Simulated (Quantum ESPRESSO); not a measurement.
Habitual settings against a tight run: RbTl3 (Fm-3m, 4 atoms in the cell)

Self-consistent single point.

```yaml
crystal:
  lattice:
    - [0.00000, 4.01957, 4.01957]
    - [4.01957, 0.00000, 4.01957]
    - [4.01957, 4.01957, 0.00000]
  atoms:
    - { symbol: Rb, position: [0.00000, 0.00000, 0.00000] }
    - { symbol: Tl, position: [0.25000, 0.25000, 0.25000] }
    - { symbol: Tl, position: [0.75000, 0.75000, 0.75000] }
    - { symbol: Tl, position: [0.50000, 0.50000, 0.50000] }
```

Level of theory: PBEsol, GBRV 1.5 ultrasoft (PBESOL) pseudopotentials (plane waves; Quantum ESPRESSO 7.5).

Base settings: ecutwfc = 40 Ry; ecutrho = 200 Ry; occupations = smearing; smearing = gaussian; degauss = 0.0073499 Ry; potentials = {Rb: rb_pbesol_v1.uspp.F.UPF, Tl: tl_pbesol_v1.2.uspp.F.UPF}; K_POINTS = automatic 7 7 7 0 0 0; conv_thr = 1e-10 Ry.

Tight run (finer mesh or higher cutoff; not a proven limit): ecutwfc: 40 Ry → 56 Ry; ecutrho: 200 Ry → 280 Ry; conv_thr: 1e-10 Ry → 7.3e-11 Ry; K_POINTS: automatic 7 7 7 0 0 0 → automatic 10 10 10 0 0 0. It gave Fermi level (on the code's own zero) 8.62 eV; pressure -1.06 GPa.

Quick runs, as changes from the base:
- A: the base itself
- B: ecutwfc: 40 Ry → 28 Ry; ecutrho: 200 Ry → 140 Ry; degauss: 0.0073499 Ry → 0.019992 Ry; K_POINTS: automatic 7 7 7 0 0 0 → automatic 4 4 4 0 0 0
- C: ecutwfc: 40 Ry → 20 Ry; ecutrho: 200 Ry → 100 Ry; smearing: gaussian → methfessel-paxton; degauss: 0.0073499 Ry → 0.036749 Ry; K_POINTS: automatic 7 7 7 0 0 0 → automatic 2 2 2 0 0 0
- D: ecutwfc: 40 Ry → 32 Ry; ecutrho: 200 Ry → 160 Ry; smearing: gaussian → fermi-dirac; degauss: 0.0073499 Ry → 0.036749 Ry; conv_thr: 1e-10 Ry → 7.3e-05 Ry; K_POINTS: automatic 7 7 7 0 0 0 → automatic 2 2 2 0 0 0
- E: ecutwfc: 40 Ry → 32 Ry; ecutrho: 200 Ry → 160 Ry; conv_thr: 1e-10 Ry → 7.3e-05 Ry; pseudopotentials: {Rb: rb_pbesol_v1.uspp.F.UPF, Tl: tl_pbesol_v1.2.uspp.F.UPF} → {Rb: rb_lda_v1.uspp.F.UPF, Tl: tl_lda_v1.2.uspp.F.UPF}; K_POINTS: automatic 7 7 7 0 0 0 → automatic 6 6 6 0 0 0 [LDA (PZ)]
- F: ecutwfc: 40 Ry → 20 Ry; ecutrho: 200 Ry → 100 Ry; conv_thr: 1e-10 Ry → 7.3e-06 Ry; pseudopotentials: {Rb: rb_pbesol_v1.uspp.F.UPF, Tl: tl_pbesol_v1.2.uspp.F.UPF} → {Rb: rb_lda_v1.uspp.F.UPF, Tl: tl_lda_v1.2.uspp.F.UPF}; K_POINTS: automatic 7 7 7 0 0 0 → automatic 4 4 4 1 1 1 [LDA (PZ)]

Energies are extrapolated to zero smearing width, which holds to low order in the width alone (under cold and Methfessel-Paxton smearing the free energy itself is taken).

Dashes: time of B, C, D, F, under 30 s; energy of E, F, another energy zero.

† marks runs with another functional, U, potentials or spin treatment: their distance from the tight run is not a convergence error alone.

The count of work is k-points × plane waves × bands × iterations; it is no time. Core times come from one kind of shared machine and are given to one figure; runs under 30 s give none.

The starting cell comes from a database of computed structures (which also holds hypothetical and non-ambient phases and stackings), without a prior relaxation at this level. Its lattice was rescaled by a random factor within 2.5 % of one.

```
run  energy less tight (meV/atom)  pressure less tight (GPa)  count of work / tight  core time / tight (rough)
---  ----------------------------  -------------------------  ---------------------  -------------------------
A                            26.5                      -0.79                   0.28                        0.4
B                            72.7                      -0.28                  0.071                          –
C                           689.9                     -12.65                  0.014                          –
D                           111.0                       1.85                  0.013                          –
E†                              –                      -3.99                  0.068                       0.09
F†                              –                     -11.61                  0.025                          –
```

Among the runs at the tight run's level, the energy misses run from 26.5 to 689.9 meV/atom.
